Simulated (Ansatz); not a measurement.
Consider WS$_{2}$ (space group P6_3/mmc, No. 194; a = 3.1147 Å, c = 11.7724 Å; layered, stacked along the Cartesian z axis). Axes: x lies along a and z along c of the hexagonal cell.

Method: PBEsol-D3(BJ), PAW, 420 eV (Ansatz, a first-principles code; without spin-orbit coupling).

Now apply this change: the cell is compressed by 0.60 % along x with no lateral relaxation; the atoms relax in the strained cell.

Problem. Predict the stress tensor and what it implies for the stiffness.

Solution. Stress of the strained cell less that of the base (GPa, compression positive):
```
   1.70    0.00    0.00
   0.00    0.32    0.00
   0.00    0.00    0.08
```

Then −Δσ_ii/ε with ε = -0.0060 gives relaxed-ion elastic constants: C11 ≈ 284 GPa and C12 ≈ 54 GPa.

No phonon test of stability was made.
